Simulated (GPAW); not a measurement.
GPAW run on BaCuSbO₅ (P4mm, 8 atoms in the cell): self-consistent single point.

Computed with LDA (Perdew-Wang 92), GPAW PAW datasets LDA (gpaw-data 1.0.1) (plane waves; GPAW).

```
BaCuSbO5
1.0
    3.75705     0.00000     0.00000
    0.00000     3.75705     0.00000
    0.00000     0.00000     9.36607
Ba Cu Sb O
1 1 1 5
Direct
  0.00000   0.00000   0.03197
  0.50000   0.50000   0.27751
  0.50000   0.50000   0.71186
  0.00000   0.50000   0.65583
  0.50000   0.00000   0.65583
  0.00000   0.50000   0.23636
  0.50000   0.00000   0.23636
  0.50000   0.50000   0.91758
```

Reference input (self-consistent single point, DFT PBEsol, plane waves, GPAW PAW datasets PBEsol (made by gpaw-setup)): mode = pw; ecut = 900 eV; xc = PBEsol; kpts = 7 7 3; mesh shift (steps) = 0 0 0; occupations.name = fermi-dirac; occupations.width = 0.05 eV; nbands = -16; convergence.density = 1e-05 e/electron; convergence.energy = 1e-05 eV/electron; symmetry.symmorphic = false; symmetry.tolerance = 0.0005. This run's input differs from it in these lines:

```diff
@@ -19,3 +19,3 @@
 calc = GPAW(mode=PW(900),
-            xc='PBEsol',
+            xc='LDA',
             kpts=(7, 7, 3),
```

Its files differ too (potentials: GPAW PAW datasets LDA (gpaw-data 1.0.1)).

Log, with long lists cut:

```
     iter     time        total  log10-change:
                         energy   eigst   dens
iter:   1 --:--:--   -65.679085
iter:   2 --:--:--   -59.266876   -0.32  -0.95
iter:   3 --:--:--   -53.269086   -0.49  -1.01
iter:   4 --:--:--   -52.553560   -1.19  -1.22
iter:   5 --:--:--   -52.269128   -1.89  -1.30
   [... 11 lines left out ...]
iter:  17 --:--:--   -51.714812   -5.41  -2.80
iter:  18 --:--:--   -51.715515   -4.65  -2.85
iter:  19 --:--:--   -51.714039   -4.51  -2.86
iter:  20 --:--:--   -51.713949   -5.82  -3.56
iter:  21 --:--:--   -51.713922c  -6.47  -3.71
iter:  22 --:--:--   -51.713951c  -6.05  -3.78
iter:  23 --:--:--   -51.713937c  -7.05  -3.87
iter:  24 --:--:--   -51.713917c  -6.83  -3.96
iter:  25 --:--:--   -51.713920c  -7.62c -4.02
iter:  26 --:--:--   -51.713920c  -7.52c -4.24
iter:  27 --:--:--   -51.713918c  -8.25c -4.52
iter:  28 --:--:--   -51.713918c  -8.42c -4.73
iter:  29 --:--:--   -51.713918c  -8.83c -4.78
iter:  30 --:--:--   -51.713918c  -8.34c -4.82
iter:  31 --:--:--   -51.713918c  -9.12c -5.11c
Converged after 31 iterations.

Dipole moment: (-0.000014, -0.000014, -20.994332) |e|*Ang

Energy contributions relative to reference atoms: (reference = -452330.847248)

Kinetic:        +23.220530
Potential:      -24.383962
External:        +0.000000
XC:             -51.207329
Entropy (-ST):   -0.030575
Local:           +0.672132
SIC:             +0.000000
--------------------------
Free energy:    -51.729205
Extrapolated:   -51.713918

Showing only first 2 kpts
 Kpt  Band  Eigenvalues  Occupancy
  0    31      3.08636    1.99999
  0    32      3.18837    1.99990
  0    33      3.37457    1.99583
  0    34      3.37457    1.99583

  1    31      3.16124    1.99994
  1    32      3.18434    1.99991
  1    33      3.37507    1.99579
  1    34      3.37507    1.99579

Fermi level: 3.68310

No gap
   [... lines left out ...]
  2 Sb    0.00000    0.00000    0.11704
  3 O     0.00000    0.00000    0.41906
  4 O     0.00000    0.00000    0.41906
  5 O     0.00000    0.00000   -0.11313
  6 O     0.00000    0.00000   -0.11313
  7 O     0.00000    0.00000   -0.58107

Stress tensor:
     0.053484     0.000000     0.000000
     0.000000     0.053484     0.000000
     0.000000     0.000000     0.035120
Stress (GPa, Voigt): [8.5691 8.5691 5.6269 0.     0.     0.    ]
```

The run converged in 31 iterations. GPAW prints stress with tension positive. Against the reference run the largest force goes from 0.332 to 0.581 eV/Å.

At such cutoffs GPAW's stress carries a finite-basis (Pulay) error, which enters relaxed cells too; its log prints stress with tension positive.

The starting cell comes from a database of computed structures (which also holds hypothetical and non-ambient phases and stackings), without a prior relaxation at this level. Its lattice was rescaled by a random factor within 2.5 % of one. Spin polarisation is off, so a magnetic state, if there is one, cannot be reached. The run gives no clean gap (levels at the Fermi energy touch, overlap or are partly filled at this smearing), which alone does not show that the compound is a metal.

Cost on one core of a shared machine: roughly 3 min.
